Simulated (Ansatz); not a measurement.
System: Pt (model structure, started from the simple cubic type, Pm-3m, No. 221, 1 atom in the cell). Method: LDA (plane waves, PAW; Ansatz, an electronic-structure program).

The input as run:

Ansatz 0.2 input:
```yaml
crystal:
  lattice:
    - [2.5861668325, 0.0, 0.0]
    - [0.0, 2.5861668325, 0.0]
    - [0.0, 0.0, 2.5861668325]
  atoms:
    - { symbol: Pt, position: [0.0, 0.0, 0.0] }
basis:
  ecutwfc: 520
  ecutrho_ratio: 4
  xc_grid: 2
kpoints:
  mp_grid: { grid: [22, 22, 22] }
hamiltonian:
  xc: lda
  dispersion: none
  pseudopotentials: { kind: paw }
scf:
  occupations: { method: fermi_dirac, width: 0.05 }
output:
  forces: false
  stress: true
  eigenvalues: true
relax:
  f_tol: 0.004
  escape_saddle: false
  max_steps: 80
```

From the output:

```
WARN output.stress: scf.convergence.dr2_threshold = 1e-7 eV (the SCF's general default) is looser than the 1e-10 eV advised for a printed stress (1e-10 eV for …
Relaxation: its limit of steps is 80 (relax.max_steps)
Crystal: 1 atoms, lattice volume = 17.297 Å³
Basis set: ecut = 520 eV, 461 PW (Γ), exchange–correlation on 40×40×40 points (8 copies of the dense FFT grid, shifted against one another)
Bands: 13, of which v1, the nominal top of the filled ones, is band 9 counted from 1 (8 counted from 0)
Symmetry: 48 space group operations
Space group: Pm-3m (ITA 221), of the structure as read, at distance tolerance 2.6e-5 Å
k-points: 364 of 10648
Functional: x = slater, c = lda
SCF iter   1: F=—  HF=-12244.454533 eV  |F-HF|=—  |Δ(HF+E_count)|=         —  Δρ=8.28e-3  dr2=1.01e-2
SCF iter   2: F=—  HF=-12244.451966 eV  |F-HF|=—  |Δ(HF+E_count)|=   2.57e-3  Δρ=3.68e-3  dr2=1.86e-3
  ...
SCF iter   5: F=-12244.451401 eV  HF=-12244.451401 eV  |F-HF|=8.02e-10  |Δ(HF+E_count)|=   4.84e-8  Δρ=6.19e-6  dr2=1.62e-9
SCF iter   6: F=-12244.451401 eV  HF=-12244.451401 eV  |F-HF|=3.27e-11  |Δ(HF+E_count)|=  6.26e-10  Δρ=6.12e-7  dr2=3.46e-11
SCF 1 converged in 6 iterations: F = -12244.451401 eV  dr2 = 3.46e-11
relax step   1: F+E_penalty+E_count = -12244.45140073 eV  Δ(F+E_penalty+E_count) = +0.000e0 eV  max|allowed force component| = 0.000e0 eV/Å  Δτ_max = 0.0000 Å  (6 SCF iters, accepted)
SCF converged after 6 iterations
Free energy (F): -12244.451401 eV
Internal energy: -12244.441084 eV  (E = F + TS)
E sigma→0 (E₀):  -12244.446243 eV
Fermi energy:    19.089520 eV
--- Forces (eV/Å), atoms counted from 1 ---
  atom   1  Pt     0.00000000     0.00000000     0.00000000
--- Stress (GPa, compression-positive) ---
       -4.431219       0.000000      -0.000000
        0.000000      -4.431219       0.000000
       -0.000000       0.000000      -4.431219
  P = ⅓ Tr σ = -4.4312 GPa (-44.312 kbar)
```

The cell is one volume of an energy–volume scan, off the minimum.

The PAW data were made under PBE.

Note: the relaxation could raise the start's symmetry but not lower it, so the cell can be a saddle point.

It cost around 9 core-seconds (rough) of CPU time.

A model structure was made by putting elements into a prototype or built by hand; it is no filed structure, need not be a known phase, and can be a saddle point held by its symmetry.
